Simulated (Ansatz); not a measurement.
## Response to strain in BeTe

Base system: BeTe in the zinc blende structure (space group F-43m, No. 216; a = 5.657 Å). Axes: x, y, z lie along the cube axes.

Strains are applied to the cell and any free atomic positions relax; under biaxial strain the out-of-plane vector relaxes too.

The values are results of r2SCAN (Ansatz, a quantum-chemistry and plane-wave program; PAW; 500 eV plane waves; scalar-relativistic without spin-orbit coupling), not measurements.

Notes on the quantities. energy relative to the base: free energy F.

```csv
"biaxial strain, plane normal [111], relaxed out of plane (%)",energy relative to the base (meV/atom)
-2.5,13.6
-2.08,9.3
-1.67,5.9
-1.25,3.3
-0.83,?
-0.42,0.4
0,0.0
```

Fit ΔE = Aε² + Bε³ (ε in %) to the rows shown and predict the withheld row.

Least squares on the printed values gives A = 2.02 and B = -0.062 meV/atom (largest residual 0.0 meV/atom); this predicts 1.4 meV/atom, and the run gives 1.4 meV/atom, in agreement.

No phonon test of stability was made.
